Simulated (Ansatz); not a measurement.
The cell is made up: elements placed on another compound's structure type, so the phase may be hypothetical.

By PBEsol, the system below comes out a metal.

```
CELL_PARAMETERS angstrom
      3.03685     0.00000     0.00000
      0.00000     6.88318    -0.11298
      0.00000     1.08277     4.43095
ATOMIC_POSITIONS crystal
  Nb 0.00000 0.67662 0.69139
  Nb 0.00000 0.32338 0.30861
  Nb 0.00000 0.00000 0.00000
  Ru 0.50000 0.00000 0.50000
  Ru 0.50000 0.65238 0.20536
  Ru 0.50000 0.34762 0.79464
```

Space group of this cell: P2/m. The cell was relaxed by PBE-D3(BJ); by PBEsol its mean pressure is -0.6 GPa.

The current flows along the normal of the first two printed cell vectors. No spin-orbit coupling; the value is a mean over 0.1 eV about the Fermi level.

Estimate the ballistic conductance per area that PBEsol (Ansatz, a first-principles code) returns for this system.

1.00 × 10¹⁵ S/m² for both spins.
